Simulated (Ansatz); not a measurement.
A self-consistent single point of LaGe (Cmcm, 8 atoms in the cell) with Ansatz (a first-principles code).

Level of theory: r2SCAN-D3BJ-ATM, default PAW files made with PBE (plane waves; Ansatz).

```yaml
crystal:
  lattice:
    - [2.29601, -6.92483, 0.00000]
    - [2.29601, 6.92483, 0.00000]
    - [0.00000, 0.00000, 6.76916]
  atoms:
    - { symbol: La, position: [0.95257, 0.04743, 0.25000] }
    - { symbol: La, position: [0.04743, 0.95257, 0.75000] }
    - { symbol: La, position: [0.77465, 0.22535, 0.75000] }
    - { symbol: La, position: [0.22535, 0.77465, 0.25000] }
    - { symbol: Ge, position: [0.59904, 0.40096, 0.44396] }
    - { symbol: Ge, position: [0.40096, 0.59904, 0.55604] }
    - { symbol: Ge, position: [0.40096, 0.59904, 0.94396] }
    - { symbol: Ge, position: [0.59904, 0.40096, 0.05604] }
```

Reference input (self-consistent single point, DFT, PBEsol, plane waves, default PAW files made with PBE): basis.ecutwfc = 30.9 Ry; kpoints.mp_grid.grid = 5 5 4; kpoints.mp_grid.shift = 0.5 0.5 0.5; hamiltonian.xc = pbesol; hamiltonian.pseudopotentials = {kind: paw} (the program's default PAW files); scf.occupations.method = cold; scf.occupations.width = 0.0147 Ry. This run's input differs from it in these lines:

Ansatz 0.2 input:
```diff
@@ -16,3 +16,3 @@
 basis:
-  ecutwfc: 30.9 Ry
+  ecutwfc: 36.7 Ry
 kpoints:
@@ -22,3 +22,4 @@
 hamiltonian:
-  xc: pbesol
+  xc: r2scan
+  dispersion: d3bjatm
   pseudopotentials:
```

The program printed (abridged):

```
SCF iter   1: F=—  HF=-42278.990082 eV  |F-HF|=—  |Δ(HF+E_count)|=         —  Δρ=9.12e-3  dr2=3.59e-1  dr2_τ=1.94e-2  ethr=1.77e-3  ⟨swp⟩=5.3  Hψ=4083  notcnv=0
all-band conjugate gradients solve this SCF's bands
preconditioner: auto → Kerker (q_TF=auto, 2.401 Å⁻¹)
SCF iter   2: F=—  HF=-42279.197837 eV  |F-HF|=—  |Δ(HF+E_count)|=   2.08e-1  S|Δr|=    0.00e0  Δρ=5.09e-3  dr2=1.34e-1  dr2_τ=1.32e-3  ethr=3.59e-4  ⟨swp⟩=3.1  Hψ=2300  notcnv=0  defer=54
   [... lines left out ...]
SCF iter   7: F=—  HF=-42279.172352 eV  |F-HF|=—  |Δ(HF+E_count)|=   9.30e-6  S|Δr|=    0.00e0  Δρ=3.08e-5  dr2=5.81e-6  dr2_τ=2.27e-8  ethr=3.09e-8  ⟨swp⟩=2.3  Hψ=1533  notcnv=0  defer=54
SCF iter   8: F=—  HF=-42279.172352 eV  |F-HF|=—  |Δ(HF+E_count)|=   2.47e-7  S|Δr|=    0.00e0  Δρ=1.20e-5  dr2=7.27e-7  dr2_τ=3.89e-9  ethr=5.81e-9  ⟨swp⟩=2.9  Hψ=1982  notcnv=0  defer=54
SCF iter   9: F=-42279.172352 eV  HF=-42279.172352 eV  |F-HF|=1.11e-9  |Δ(HF+E_count)|=   6.45e-9  S|Δr|=    0.00e0  Δρ=2.29e-6  dr2=2.78e-8  dr2_τ=2.35e-10  ethr=1.00e-10  ⟨swp⟩=16.6  Hψ=6722  notcnv=0
SCF 1 converged in 9 iterations: F = -42279.172352 eV  dr2 = 2.78e-8
Stability not checked (fill_not_monotonic)
Free energy (F): -42279.172352 eV
Internal energy: -42279.174674 eV  (E = F + TS)
E sigma→0 (E₀):  -42279.173126 eV
Entropy (-TS):   0.002322 eV (0.290 meV/atom)
Fermi energy:    11.439399 eV
--- Forces (eV/Å), atoms counted from 1 ---
  atom   1  La    -0.00000000    -0.03093301    -0.00000000
  atom   2  La     0.00000000     0.03093301     0.00000000
  atom   3  La    -0.00000000     0.04005384    -0.00000000
  atom   4  La     0.00000000    -0.04005384     0.00000000
   [... lines left out ...]
  atom   8  Ge    -0.00000000     0.00359741     0.01458379
--- Stress (GPa, compression-positive) ---
       -0.833114       0.000000       0.000000
        0.000000      -1.011140      -0.000000
        0.000000      -0.000000      -0.691958
  P = ⅓ Tr σ = -0.8454 GPa (-8.454 kbar)
  The stress holds the Pulay correction. Without it, at fixed plane waves, as pw.x and ABINIT print it: P = -0.8878 GPa
```

The run converged in 9 iterations. Against the reference run the pressure goes from -2.66 to -0.85 GPa and the largest force goes from 0.085 to 0.040 eV/Å.

The starting cell comes from a database of computed structures (which also holds hypothetical and non-ambient phases and stackings), without a prior relaxation at this level. Ansatz's pressure includes its estimate of the finite-basis (Pulay) stress. The cutoff lies below the one recommended for these files.

Cost on one core of a shared machine: roughly 50 s.
